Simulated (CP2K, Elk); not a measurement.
An Elk input for a self-consistent single point of CaZrN2 (R-3m, 4 atoms in the cell) (DFT, PBEsol, all-electron FP-LAPW, Elk's shipped species files, APW+lo basis with extra local orbitals):

```
tasks
  0

xctype
  22

tforce
  .true.

rgkmax
  8.0

gmaxvr
  18.0

lmaxapw
  10

lmaxo
  8

nxlo
  2

lorbcnd
  .true.

lradstp
  2

nrmtscf
  2.0

rmtscf
  0.91

lmaxi
  4

stype
  3

swidth
  0.00183747

scale
  1.889726125

avec
    1.6341789836    0.9434931390    5.5291750916
   -1.6341789836    0.9434931390    5.5291750916
    0.0000000000   -1.8869878893    5.5291748167

atoms
  3   : nspecies
  'Ca.in'   : spfname
  1   : natoms; atposl, bfcmt below
  0.0000000000  0.0000000000  0.0000000000    0.0 0.0 0.0
  'Zr.in'   : spfname
  1   : natoms; atposl, bfcmt below
  0.5000000000  0.5000000000  0.5000000000    0.0 0.0 0.0
  'N.in'   : spfname
  2   : natoms; atposl, bfcmt below
  0.2381200000  0.2381200000  0.2381200000    0.0 0.0 0.0
  0.7618800000  0.7618800000  0.7618800000    0.0 0.0 0.0

ngridk
  8 8 8
```

Problem. Give the CP2K input for the same structure, mesh, smearing and functional.

Solution. One input that does it (others would too):

```
&GLOBAL
  PROJECT scf
  RUN_TYPE ENERGY_FORCE
  PRINT_LEVEL LOW
&END GLOBAL
&FORCE_EVAL
  METHOD Quickstep
  STRESS_TENSOR ANALYTICAL
  &DFT
    BASIS_SET_FILE_NAME BASIS_MOLOPT
    POTENTIAL_FILE_NAME GTH_POTENTIALS
    &QS
      METHOD GPW
      EPS_DEFAULT 1E-11
    &END QS
    &MGRID
      CUTOFF 500
      REL_CUTOFF 50
      NGRIDS 5
    &END MGRID
    &SCF
      SCF_GUESS ATOMIC
      EPS_SCF 1E-6
      MAX_SCF 100
      ADDED_MOS 6
      &DIAGONALIZATION
        ALGORITHM STANDARD
      &END DIAGONALIZATION
      &MIXING
        METHOD BROYDEN_MIXING
        ALPHA 0.3
        NBUFFER 12
        BETA 1.5
      &END MIXING
      &SMEAR ON
        METHOD FERMI_DIRAC
        ELECTRONIC_TEMPERATURE [K] 580.23
      &END SMEAR
    &END SCF
    &KPOINTS
      SCHEME MONKHORST-PACK 8 8 8
      GAMMA_CENTERED T
    &END KPOINTS
    &XC
      &XC_FUNCTIONAL
        &PBE
          PARAMETRIZATION PBESOL
        &END PBE
      &END XC_FUNCTIONAL
    &END XC
    &PRINT
      &MO
        EIGENVALUES T
        OCCUPATION_NUMBERS T
        NDIGITS 8
        FILENAME mo
        &EACH
          QS_SCF 0
        &END EACH
        ADD_LAST NUMERIC
      &END MO
      &MULLIKEN OFF
      &END MULLIKEN
    &END PRINT
  &END DFT
  &SUBSYS
    &CELL
      A 5.84230200 0.00000000 0.00000000
      B 4.92809400 3.13789500 0.00000000
      C 4.92809400 1.43577300 2.79015100
      PERIODIC XYZ
    &END CELL
    &COORD
      Ca       0.00000000     0.00000000     0.00000000
      Zr       7.84924500     2.28683400     1.39507550
      N        3.73812444     1.08908182     0.66439076
      N       11.96036556     3.48458618     2.12576024
    &END COORD
    &KIND Ca
      BASIS_SET DZVP-MOLOPT-SR-GTH
      POTENTIAL GTH-PBE-q10
    &END KIND
    &KIND Zr
      BASIS_SET DZVP-MOLOPT-SR-GTH
      POTENTIAL GTH-PBE-q12
    &END KIND
    &KIND N
      BASIS_SET DZVP-MOLOPT-SR-GTH
      POTENTIAL GTH-PBE-q5
    &END KIND
  &END SUBSYS
  &PRINT
    &FORCES ON
    &END FORCES
    &STRESS_TENSOR ON
    &END STRESS_TENSOR
  &END PRINT
&END FORCE_EVAL
```

Basis, cutoffs, solver keys and any potentials are the target program's own. This input uses DFT PBEsol, GPW, DZVP-MOLOPT-SR-GTH basis, GTH-PBE potentials (GTH_POTENTIALS).

The starting cell comes from a database of computed structures (which also holds hypothetical and non-ambient phases and stackings), without a prior relaxation at this level. Its lattice was rescaled by a random factor within 2.5 % of one. For this run, on top of that: lattice scaled by 0.98.
